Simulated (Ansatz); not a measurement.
For MoSi2 (model structure, started from the Al2Cu type, I4/mcm, No. 140, 6 atoms in the cell), PBE (plane waves, PAW; Ansatz, a quantum-chemistry and plane-wave program) gives:

| Item | Value |
|---|---|
| equilibrium lattice constant a | 5.997 Å |
| lattice parameter c | 5.147 Å |
| enthalpy of formation | -0.112 eV/atom |

Problem. What does PBE-D3(BJ) in Ansatz (plane waves, PAW) give for the same quantities?

Solution. 
- lattice constant a: 5.934 Å (decreases by 1.1 %)
- lattice parameter c: 5.096 Å (falls by 1.0 %)
- formation enthalpy: -0.175 eV/atom (moves by -0.063 eV/atom)

Changes are worked out from the printed values.

Unless a cell is named, each level is at its own relaxed cell (PBE 15.42, PBE-D3(BJ) 14.95 Å³/atom).

Ansatz's density-functional and Hartree–Fock values are scalar-relativistic unless marked +SOC, with PAW data made under PBE.

A model structure was made by putting elements into a prototype or built by hand; it is no filed structure, need not be a known phase, and can be a saddle point held by its symmetry.
